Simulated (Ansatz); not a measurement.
Mo under a change: pressure −2 GPa

The reference is Mo in the bcc (W type) structure (space group Im-3m, No. 229; a = 3.111 Å).

Perturbation: a negative pressure, −2 GPa.

Computed with LDA (Ansatz, an electronic-structure program), no SOC. Settings: 21×21×21 k-points, 0.05 eV Fermi–Dirac smearing.

```tsv
quantity	base	changed	shift
volume per atom	15.06 Å³	15.17 Å³	+0.105 Å³
density	10.58 g/cm³	10.51 g/cm³	-0.07 g/cm³
lattice parameter a	3.111 Å	3.119 Å	+0.0072 Å
shortest interatomic distance	2.695 Å	2.701 Å	+0.006 Å
band gap	zero	zero	–
```

Load acts through the strain it causes; cell and atoms are relaxed under it. No phonon test of stability was made. All final runs are without spin polarisation.
